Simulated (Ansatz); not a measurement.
The reference is ZnSe in the zinc blende structure (space group F-43m, No. 216; a = 5.665 Å). Axes: x, y, z lie along the cube axes.

One thing is altered: biaxial strain −1.58 %, plane normal [001], relaxed out of plane (Cartesian); in-plane vectors clamped, the third vector and the atoms free.

Calculations: r2SCAN (Ansatz, a first-principles code), no spin-orbit coupling.

**Question.** Give the band edges at the high-symmetry points of the new zone, measured from its valence-band maximum.

**Answer.** 
```json
[
 {"point": "Γ", "valence edge (eV)": "0.00", "conduction edge (eV)": "1.88"},
 {"point": "X", "valence edge (eV)": "-2.36", "conduction edge (eV)": "3.21"},
 {"point": "P", "valence edge (eV)": "-2.80", "conduction edge (eV)": "5.63"},
 {"point": "N", "valence edge (eV)": "-0.85", "conduction edge (eV)": "3.02"},
 {"point": "M", "valence edge (eV)": "-2.21", "conduction edge (eV)": "3.38"},
 {"point": "S", "valence edge (eV)": "-1.74", "conduction edge (eV)": "4.17"},
 {"point": "S₀", "valence edge (eV)": "-1.74", "conduction edge (eV)": "4.17"},
 {"point": "R", "valence edge (eV)": "-2.83", "conduction edge (eV)": "5.76"},
 {"point": "G", "valence edge (eV)": "-2.83", "conduction edge (eV)": "5.76"}
]
```

The gap is 1.88 eV, direct at Γ.

Stability against distortions was not tested. Labels are those of the standard path for the cell's own space group.
